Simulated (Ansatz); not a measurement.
Consider SnTe in the rock salt structure (space group Fm-3m, No. 225; a = 6.289 Å).

Calculations: PBEsol (Ansatz, a program for electronic structure, PAW, without spin-orbit coupling).

Before the change:

- Pressure: -0.1 kbar

Modification: every lattice vector is stretched by 3.00 %, atoms relaxed at fixed cell.

**Question.** Estimate the effect on the energy relative to the base.

**Answer.** The energy increases by 34 meV/atom.

**Question.** How does this affect the pressure?

**Answer.** The pressure drops by 34.2 kbar to -34.3 kbar.

The cells carry an imposed strain or load. No phonon test of stability was made.
